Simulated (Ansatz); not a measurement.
Start from Bi2Se3 in the Bi2Te3 type structure (space group R-3m, No. 166; a = 4.0814 Å, c = 27.6656 Å (hexagonal axes)).

Modification: a free-standing slab of 1 layer (5 atoms, 5 a layer) is cut normal to the stacking axis, with 15 Å of vacuum and the in-plane cell relaxed.

Levels (all Ansatz, an electronic-structure program, PAW): PBEsol-D3(BJ) (420 eV, no spin-orbit coupling); r2SCAN (500 eV, no spin-orbit coupling).

The geometry is relaxed with PBEsol-D3(BJ).

| Item | Result |
|---|---|
| PBEsol-D3(BJ) smallest direct gap | 1.26 eV |
| PBEsol-D3(BJ) lowest conduction level above the VBM at special points | Γ 0.92 eV; M 1.67 eV; K 2.21 eV |
| PBEsol-D3(BJ) gap character | indirect, K–Γ (85 % along) → Γ |

With r2SCAN at the same geometry, the smallest direct gap grows by 0.33 eV (1.26 eV → 1.59 eV); the lowest conduction level above the VBM at special points becomes Γ 1.31 eV; M 1.98 eV; K 2.49 eV (PBEsol-D3(BJ): Γ 0.92 eV; M 1.67 eV; K 2.21 eV); the gap character is still indirect, K–Γ (85 % along) → Γ.

Single points use the geometry relaxed with PBEsol-D3(BJ). With Bi present, leaving out spin-orbit coupling can change the band edges. Whether these cells are dynamically stable was not tested. All final runs are without spin polarisation. Labels are those of the standard path for the cell's own space group.
